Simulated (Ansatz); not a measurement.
Here is the system:

```yaml
crystal:
  lattice:
    - [4.94660, 0.00000, 0.00000]
    - [0.00000, 4.94660, 0.00000]
    - [0.00000, 0.00000, 4.94660]
  atoms:
    - { symbol: Cs, position: [0.00000, 0.00000, 0.00000] }
    - { symbol: W, position: [0.50000, 0.50000, 0.50000] }
    - { symbol: Cl, position: [0.00000, 0.50000, 0.50000] }
    - { symbol: Cl, position: [0.50000, 0.50000, 0.00000] }
    - { symbol: Cl, position: [0.50000, 0.00000, 0.50000] }
```

Spin-polarised, with starting moments of sign Cs0 W+ Cl0 Cl0 Cl0.

A single point on CsPbCl3 with a change (Pb → W), its geometry relaxed with PBEsol.

Computed with r2SCAN in Ansatz (plane waves to 500 eV, PAW, no spin-orbit coupling), earlier PAW set. Γ-centred 10×10×10 mesh, Fermi–Dirac width 0.05 eV.

Predict the band gap and pressure.

The band gap comes out as zero and the pressure is 5.5 GPa.

The magnetic state is the one reached from the starting moments; the real material's order can differ, and small cells can't hold many antiferromagnetic ones. Single points use the geometry relaxed with PBEsol. Stability against distortions was not tested. No Hubbard U is applied, and correlation can decide whether such a compound is a metal. The cell was made from CsPbCl3 by this change: Pb → W; the result is a hypothetical phase, not in the database extracts checked. Many cubic perovskites are stable only at high temperature; tilts and polar distortions were not tested.

Ansatz is a quantum-chemistry and plane-wave program.
